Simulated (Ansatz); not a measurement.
Take ZnAu in the CsCl type structure (space group Pm-3m, No. 221; a = 3.129 Å; relaxed with 0.1 eV smearing) as the base. Axes: x, y, z lie along the cube axes.

The values are results of DFT with PBEsol, PAW potentials and a 420 eV plane-wave cutoff in Ansatz (a first-principles code), scalar-relativistic without spin-orbit coupling, not measurements.

Perturbation: tensor shear ε_xy = +1.43 % (engineering shear γ = 0.0286), atoms relaxed at fixed cell.

### Question
Predict the stress tensor and what it implies for the stiffness.

### Answer
Stress of the strained cell less that of the base (GPa, compression positive):
```
    0.1    -1.7     0.0
   -1.7     0.1     0.0
    0.0     0.0     0.2
```

Then −Δσ/γ with γ = 2ε = 0.0286 gives secant stiffness values (nonlinear terms included at this strain): C66 ≈ 58 GPa.

Stability against distortions was not tested.
